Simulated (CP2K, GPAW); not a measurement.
A CP2K input for a self-consistent single point of Ru (P6_3/mmc, 2 atoms in the cell) (DFT PBE, GPW, DZVP-MOLOPT-SR-GTH basis, GTH-PBE potentials (GTH_POTENTIALS)):

```
&GLOBAL
  PROJECT bulk
  RUN_TYPE ENERGY_FORCE
  PRINT_LEVEL LOW
&END GLOBAL
&FORCE_EVAL
  METHOD Quickstep
  STRESS_TENSOR ANALYTICAL
  &DFT
    BASIS_SET_FILE_NAME BASIS_MOLOPT
    POTENTIAL_FILE_NAME GTH_POTENTIALS
    &QS
      METHOD GPW
      EPS_DEFAULT 1E-10
    &END QS
    &MGRID
      CUTOFF 500
      REL_CUTOFF 50
      NGRIDS 5
    &END MGRID
    &SCF
      SCF_GUESS ATOMIC
      EPS_SCF 1E-6
      MAX_SCF 100
      ADDED_MOS 6
      &DIAGONALIZATION
        ALGORITHM STANDARD
      &END DIAGONALIZATION
      &MIXING
        METHOD BROYDEN_MIXING
        ALPHA 0.2
        NBUFFER 10
        BETA 1
      &END MIXING
      &SMEAR ON
        METHOD FERMI_DIRAC
        ELECTRONIC_TEMPERATURE [K] 1578.21
      &END SMEAR
    &END SCF
    &KPOINTS
      SCHEME MONKHORST-PACK 9 9 5
    &END KPOINTS
    &XC
      &XC_FUNCTIONAL PBE
      &END XC_FUNCTIONAL
    &END XC
    &PRINT
      &MO
        EIGENVALUES T
        OCCUPATION_NUMBERS T
        NDIGITS 8
        FILENAME mo
        &EACH
          QS_SCF 0
        &END EACH
        ADD_LAST NUMERIC
      &END MO
      &MULLIKEN OFF
      &END MULLIKEN
    &END PRINT
  &END DFT
  &SUBSYS
    &CELL
      ABC 2.65580000 2.65579977 4.19440000
      ALPHA_BETA_GAMMA 90.00000000 90.00000000 120.00000288
      PERIODIC XYZ
    &END CELL
    &COORD
      SCALED
      Ru       0.33333333     0.66666667     0.25000000
      Ru       0.66666667     0.33333333     0.75000000
    &END COORD
    &KIND Ru
      BASIS_SET DZVP-MOLOPT-SR-GTH-q16
      POTENTIAL GTH-PBE-q16
    &END KIND
  &END SUBSYS
  &PRINT
    &FORCES ON
    &END FORCES
    &STRESS_TENSOR ON
    &END STRESS_TENSOR
  &END PRINT
&END FORCE_EVAL
```

Q: Give the GPAW input for the same structure, mesh, smearing and functional.

A: One input that does it (others would too):

```python
from ase import Atoms
from ase.units import GPa
from gpaw import GPAW

atoms = Atoms(['Ru', 'Ru'],
              cell=[[1.327900, -2.299990, 0.000000],
                    [1.327900, 2.299990, 0.000000],
                    [0.000000, 0.000000, 4.194400]],
              positions=[[1.327900, 0.766663, 1.048600],
                         [1.327900, -0.766663, 3.145800]],
              pbc=True)

calc = GPAW(mode={'name': 'pw', 'ecut': 550},
            xc='PBE',
            kpts=(9, 9, 5),
            occupations={'name': 'fermi-dirac', 'width': 0.136},
            nbands=-10,
            convergence={'forces': 0.001},
            symmetry={'symmorphic': False, 'tolerance': 0.0005},
            maxiter=120,
            txt='-')

atoms.calc = calc

energy = atoms.get_potential_energy()
print('Energy (eV):', round(energy, 6))
forces = atoms.get_forces()
print('Forces (eV/Ang):')
print(forces.round(5))
stress = atoms.get_stress()
print('Stress (GPa, Voigt):', (stress / GPa).round(4))
```

Basis settings and potentials, where a program has them, do not carry over. This input uses DFT PBE, plane waves, GPAW PAW datasets PBE (gpaw-data 1.0.1). Both were run: pressure 28.01 GPa in CP2K and 25.23 in GPAW.

On GPAW: the starting cell has typed, rounded lattice constants, without a prior relaxation at this level. For this run, on top of that: lattice scaled by 0.98. Spin polarisation is off. With a pressure of about 25 GPa the cell is away from its equilibrium volume at this level.

On CP2K: the starting cell has typed, rounded lattice constants, without a prior relaxation at this level. For this run, on top of that: lattice scaled by 0.98. Spin polarisation is off. Values carry the incompleteness of an atom-centred basis. With a pressure of about 28 GPa the cell is away from its equilibrium volume at this level.
